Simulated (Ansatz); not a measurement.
PBE against r2SCAN: InP

The parent structure is InP in the zinc blende structure (space group F-43m, No. 216; a = 5.960 Å).

(Cell as relaxed with PBE.)

Levels (all Ansatz, a first-principles code, PAW, earlier PAW set): PBE (420 eV, no SOC); r2SCAN (500 eV, without spin-orbit coupling).

Each level relaxes its own structure.

```json
[
 {"quantity": "volume per atom", "PBE": "26.46 Å³", "r2SCAN": "…"},
 {"quantity": "lattice parameter a", "PBE": "11.262 bohr", "r2SCAN": "…"},
 {"quantity": "band gap", "PBE": "0.44 eV", "r2SCAN": "…"},
 {"quantity": "gap character", "PBE": "direct at Γ", "r2SCAN": "…"},
 {"quantity": "electron mass", "PBE": "0.037 mₑ", "r2SCAN": "…"},
 {"quantity": "hole mass (degenerate bands, along [100])", "PBE": "0.037, 0.46, 0.46 mₑ", "r2SCAN": "…"}
]
```

What does r2SCAN give?


- volume per atom, r2SCAN: 25.77 Å³
- lattice parameter a, r2SCAN: 11.163 bohr
- band gap, r2SCAN: 1.02 eV
- gap character, r2SCAN: direct at Γ
- electron mass, r2SCAN: 0.073 mₑ
- hole mass (degenerate bands, along [100]), r2SCAN: 0.073, 0.44, 0.44 mₑ

PBE's volume per atom lies 0.69 Å³ above r2SCAN's (2.7 %); PBE's lattice parameter a lies 0.099 bohr above r2SCAN's (0.9 %); PBE's band gap lies 0.58 eV below r2SCAN's; the two agree on the gap character. Neither level is exact; r2SCAN is the comparison here, not a measurement.

Masses are band curvatures over ±0.01 Å⁻¹ around the edge. Stability against distortions was not tested.
